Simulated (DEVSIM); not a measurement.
Structure: Si n-i-p diode, at 400 K.

```csv
layer (left to right),material,thickness (μm),Nd (cm⁻³),Na (cm⁻³),τn (s),τp (s)
1,Si,0.970,1.1e17,-,1.4e-6,1.4e-6
2,Si,5.30,-,8.3e12,1.4e-6,1.4e-6
3,Si,3.30,-,1.9e19,1.4e-6,1.4e-6
```

Left contact: ohmic. Right contact: ohmic. Voltage is applied to the left contact. Recombination: SRH at mid-gap, radiative. Mobility is μmin + (μ − μmin)/(1 + (N/Nref)^α).

The device is made up for the run: typed textbook-type constants, with dimensions and the other settings drawn at random. Values at 300 K; Nc and Nv go as T^1.5, mobilities as T to minus their exponent, the gap by Varshni's rule with the affinity fixed.

```csv
parameter,Si
gap (eV),1.124
affinity (eV),4.05
permittivity,11.7
Nc (cm⁻³),2.86e19
Nv (cm⁻³),3.1e19
μn (cm²/Vs),1417
μp (cm²/Vs),470
"μn,min",52
"μp,min",45
"Nref,n",9.7e16
"Nref,p",2.2e17
αn,0.68
αp,0.72
T exponent of μn,2.3
T exponent of μp,2.2
B (cm³/s),4.7e-15
Varshni α (eV/K),0.000473
Varshni β (K),636
```

Simulated with DEVSIM: 1D drift-diffusion, Boltzmann statistics, complete ionisation; no tunnelling, impact ionisation, image-force lowering or self-heating.

The doping Nd of layer 1 was swept, all else fixed.

| doping Nd of layer 1 (cm^-3) | potential step across the device at zero bias (V) | dark forward voltage at 1 A/cm² (V) | dark forward voltage at 100 A/cm² (V) |
|---|---|---|---|
| 3.3e15 | 0.737 | 0.329 | 0.581 |
| 1.1e16 | 0.779 | 0.362 | 0.590 |
| 3.3e16 | 0.817 | 0.397 | 0.605 |
| 1.1e17 | 0.858 | 0.440 | 0.631 |
| 3.3e17 | 0.896 | 0.481 | 0.663 |
| 1.1e18 | 0.938 | 0.525 | 0.706 |
| 3.3e18 | 0.975 | 0.558 | 0.746 |

From the first row to the last the potential step across the device at zero bias goes from 0.737 to 0.975. From the first row to the last the dark forward voltage at 1 A/cm² goes from 0.329 to 0.558.
